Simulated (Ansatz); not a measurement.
What biaxial strain +1.50 %, plane normal [001], relaxed out of plane does to NaI

The reference is NaI in the rock salt structure (space group Fm-3m, No. 225; a = 6.402 Å). Axes: x, y, z lie along the cube axes.

One thing is altered: biaxial strain +1.50 %, plane normal [001], relaxed out of plane (Cartesian); in-plane vectors clamped, the third vector and the atoms free.

The values are results of PBEsol (Ansatz, a program for electronic structure, PAW, no spin-orbit coupling), not measurements. k-mesh 9×9×9 (Γ-centred); smearing 0.05 eV (Fermi–Dirac).

Volume per atom: 33.59 Å³ (base 32.80 Å³)
Space group: I4/mmm (No. 139) (base Fm-3m (No. 225))
Shortest interatomic distance: 3.182 Å (base 3.201 Å)
Energy relative to the base (free energy F): +1.7 meV/atom
Pressure (mean of the normal stresses, compression positive): -0.36 GPa (base 0.01 GPa)
Band gap: 3.53 eV (base 3.60 eV)
Gap character: direct at Γ (base direct at Γ)
Electron mass: 0.26 mₑ (at Γ) (base 0.26 mₑ (at Γ))
Valence-band top at Γ (three highest levels, from the VBM): 0.00, 0.00, -0.03 eV (base 0.00, 0.00, 0.00 eV)
Valley order (the lowest conduction-band minima on the path, energy above the VBM, named in the base's zone): Γ 3.53 eV; X along [001] 4.43 eV; X along [100] 4.46 eV; L along [1-1-1] 4.95 eV (base Γ 3.60 eV; X along ⟨100⟩ 4.47 eV; L along ⟨111⟩ 4.96 eV)
Out-of-plane strain: -0.60 %
Ratio −ε⊥/ε∥: 0.40
Mean in-plane stress (compression positive): -0.5 GPa

Final structure (turned so that z lies along the plane normal):

```
CELL_PARAMETERS angstrom
      4.59488     0.00000     0.00000
      0.00000     4.59488     0.00000
      2.29744    -2.29744     3.18195
ATOMIC_POSITIONS crystal
  Na 0.00000 0.00000 0.00000
  I  0.50000 0.50000 0.00000
```

Cost of the whole job for the changed cell (relaxation, final SCF and bands): around 29 core-seconds (rough).

With I present, leaving out spin-orbit coupling can change the band edges. Masses are band curvatures over ±0.01 Å⁻¹ around the edge. Stability against distortions was not tested. Labels are those of the standard path for the cell's own space group.
